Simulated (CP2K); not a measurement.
**CP2K run on GaSb₃ (Fm-3m, 4 atoms in the cell): self-consistent single point**

Level of theory: PBEsol, GPW, DZVP-MOLOPT-SR-GTH basis, GTH-PBE potentials (GTH_POTENTIALS) run with CP2K.

Input as run:

```
&GLOBAL
  PROJECT calc
  RUN_TYPE ENERGY_FORCE
  PRINT_LEVEL MEDIUM
&END GLOBAL
&FORCE_EVAL
  METHOD Quickstep
  STRESS_TENSOR ANALYTICAL
  &DFT
    BASIS_SET_FILE_NAME BASIS_MOLOPT
    POTENTIAL_FILE_NAME GTH_POTENTIALS
    &QS
      METHOD GPW
      EPS_DEFAULT 1E-10
    &END QS
    &MGRID
      CUTOFF 600
      REL_CUTOFF 40
      NGRIDS 5
    &END MGRID
    &SCF
      SCF_GUESS ATOMIC
      EPS_SCF 1E-7
      MAX_SCF 100
      ADDED_MOS 6
      &DIAGONALIZATION
        ALGORITHM STANDARD
      &END DIAGONALIZATION
      &MIXING
        METHOD BROYDEN_MIXING
        ALPHA 0.2
        NBUFFER 12
        BETA 1
      &END MIXING
      &SMEAR ON
        METHOD GAUSSIAN
        SIGMA [eV] 0.136
      &END SMEAR
    &END SCF
    &KPOINTS
      SCHEME MONKHORST-PACK 9 9 9
    &END KPOINTS
    &XC
      &XC_FUNCTIONAL
        &PBE
          PARAMETRIZATION PBESOL
        &END PBE
      &END XC_FUNCTIONAL
    &END XC
    &PRINT
      &MO
        EIGENVALUES T
        OCCUPATION_NUMBERS T
        NDIGITS 8
        FILENAME mo
        &EACH
          QS_SCF 0
        &END EACH
        ADD_LAST NUMERIC
      &END MO
      &MULLIKEN ON
      &END MULLIKEN
    &END PRINT
  &END DFT
  &SUBSYS
    &CELL
      ABC 5.27585800 5.27585795 5.27585798
      ALPHA_BETA_GAMMA 59.99999997 59.99999987 59.99999970
      PERIODIC XYZ
    &END CELL
    &COORD
      Ga       0.00000000     0.00000000     0.00000000
      Sb       2.63792900     1.52300900     1.07693000
      Sb       7.91378700     4.56902700     3.23079000
      Sb       5.27585800     3.04601800     2.15386000
    &END COORD
    &KIND Ga
      BASIS_SET DZVP-MOLOPT-SR-GTH-q13
      POTENTIAL GTH-PBE-q13
    &END KIND
    &KIND Sb
      BASIS_SET DZVP-MOLOPT-SR-GTH-q5
      POTENTIAL GTH-PBE-q5
    &END KIND
  &END SUBSYS
  &PRINT
    &FORCES ON
    &END FORCES
    &STRESS_TENSOR ON
    &END STRESS_TENSOR
  &END PRINT
&END FORCE_EVAL
```

Log, with long lists cut:

```
 GLOBAL| Method name                                                        CP2K
 GLOBAL| Project name                                                       calc
 GLOBAL| Run type                                                   ENERGY_FORCE

 CELL| Volume [angstrom^3]:                                           103.839907
 CELL| Vector a [angstrom]:       5.276     0.000     0.000   |a| =     5.275858
 CELL| Vector b [angstrom]:       2.638     4.569     0.000   |b| =     5.275858
 CELL| Vector c [angstrom]:       2.638     1.523     4.308   |c| =     5.275858
 CELL| Angle (b,c), alpha [degree]:                                    60.000000
 CELL| Angle (a,c), beta  [degree]:                                    60.000000
 CELL| Angle (a,b), gamma [degree]:                                    60.000000
 CELL| Numerically orthorhombic:                                              NO
 CELL| Periodicity                                                           XYZ

 DFT| Spin restricted Kohn-Sham (RKS) calculation                            RKS
 DFT| Multiplicity                                                             1
 DFT| Number of spin states                                                    1
 DFT| Charge                                                                   0
 DFT| XC density smoothing                                                  NONE
 DFT| XC derivatives                                                          PW

 QS| Method:                                                                 GPW
 QS| Density plane wave grid type                        NON-SPHERICAL FULLSPACE
 QS| Number of grid levels:                                                    5
 QS| Density cutoff [a.u.]:                                                300.0
 QS| Multi grid cutoff [a.u.]: 1) grid level                               300.0
   [... lines left out ...]
 BRILLOUIN| Wavefunction type                                            COMPLEX
 BRILLOUIN| List of Kpoints [2 Pi/Bohr]                                      365
 BRILLOUIN| Number           Weight            X              Y              Z
 BRILLOUIN|     1           0.00274       -0.44444       -0.44444       -0.44444
 BRILLOUIN|     2           0.00274       -0.44444       -0.44444       -0.33333
 BRILLOUIN|     3           0.00274       -0.44444       -0.44444       -0.22222
   [... 362 lines left out ...]
 *******************************************************************************

 Extrapolation method: initial_guess

 Re-scaling the density matrix to get the right number of electrons
                  # Electrons              Trace(P)               Scaling factor
                           28                28.000                        1.000

 Number of electrons:                                                         28
 Number of occupied orbitals:                                                 14
 Number of molecular orbitals:                                                20

 Number of orbital functions:                                                 64
 Number of independent orbital functions:                                     64
 SCF WAVEFUNCTION OPTIMIZATION

  Step     Update method      Time    Convergence         Total energy    Change
     1 NoMix/Diag. 0.20E+00      -     0.27496145       -91.2199603786 -9.12E+01
     2 Broy./Diag. 0.20E+00      -     0.00530318       -91.3376363514 -1.18E-01
     3 Broy./Diag. 0.20E+00      -     0.02509863       -91.0657798147  2.72E-01
     4 Broy./Diag. 0.20E+00      -     0.00329343       -90.9699555063  9.58E-02
     5 Broy./Diag. 0.20E+00      -     0.00120154       -90.9722344028 -2.28E-03
     6 Broy./Diag. 0.20E+00      -     0.00101027       -90.9661804486  6.05E-03
     7 Broy./Diag. 0.20E+00      -     0.00014171       -90.9623441240  3.84E-03
     8 Broy./Diag. 0.20E+00      -     0.00019994       -90.9613154179  1.03E-03
     9 Broy./Diag. 0.20E+00      -     0.00001820       -90.9613517735 -3.64E-05
    10 Broy./Diag. 0.20E+00      -     0.00003111       -90.9613727123 -2.09E-05
    11 Broy./Diag. 0.20E+00      -     0.00000184       -90.9613778073 -5.09E-06
    12 Broy./Diag. 0.20E+00      -     0.00000135       -90.9613791954 -1.39E-06
    13 Broy./Diag. 0.20E+00      -     0.00000008       -90.9613798626 -6.67E-07
  *** SCF run converged in    13 steps ***

  Electronic density on regular grids:        -27.9999999650        0.0000000350
  Core density on regular grids:               27.9999999938       -0.0000000062
  Total charge density on r-space grids:        0.0000000289
  Total charge density g-space grids:           0.0000000289

  Overlap energy of the core charge distribution:               0.00000000000845
  Self energy of the core charge distribution:               -133.15342540803672
  Core Hamiltonian energy:                                     36.50462896230510
  Hartree energy:                                              19.82799544943822
  Exchange-correlation energy:                                -14.13968129489072
  Smearing free energy correction:                             -0.00089757147108
  Fermi energy:                                                 0.21441375917954

  Total energy:                                               -90.96137986263989
  Total energy (extrapolated to sigma->0):                    -90.96093107690434

                     Mulliken Population Analysis

 #  Atom  Element  Kind  Atomic population                           Net charge
       1     Ga       1         13.235922                             -0.235922
       2     Sb       2          4.889550                              0.110450
       3     Sb       2          4.889553                              0.110447
       4     Sb       2          4.984975                              0.015025
 # Total charge                             28.000000                  0.000000

 ENERGY| Total FORCE_EVAL ( QS ) energy [hartree]            -90.961379926978154

 FORCES| Atomic forces [hartree/bohr]
 FORCES|   Atom     x               y               z               |f|
 FORCES|      1  6.13515337E-12  7.81378349E-09 -1.00206799E-08   1.27070561E-08
 FORCES|      2 -3.74311636E-08 -5.80881863E-08  8.96720560E-08   1.13209571E-07
 FORCES|      3  3.74299716E-08  4.61294888E-08 -7.15950998E-08   9.30311282E-08
 FORCES|      4 -9.84577584E-12  3.66927346E-09 -7.87690092E-09   8.68960487E-09
 FORCES| Sum    -4.90270733E-12 -4.75640524E-10  1.79375442E-10
 FORCES| Total atomic force                                       5.08363545E-10

 STRESS| Analytical stress tensor [bar]
 STRESS|                        x                   y                   z
 STRESS|      x       -4.38832281459E+03   6.12144649291E+00   4.32861634258E+00
 STRESS|      y        6.12144649291E+00  -4.39620793045E+03   2.53423205882E+00
 STRESS|      z        4.32861634258E+00   2.53423205882E+00  -4.39759997091E+03
 STRESS| 1/3 Trace                                            -4.39404357198E+03
```

The run converged in 13 iterations.

The starting cell comes from a database of computed structures (which also holds hypothetical and non-ambient phases and stackings), without a prior relaxation at this level. Values carry the incompleteness of an atom-centred basis. The potentials were made for another functional than the one used. The run gives no clean gap (levels at the Fermi energy touch, overlap or are partly filled at this smearing), which alone does not show that the compound is a metal.

Cost on one core of a shared machine: roughly 40 s.
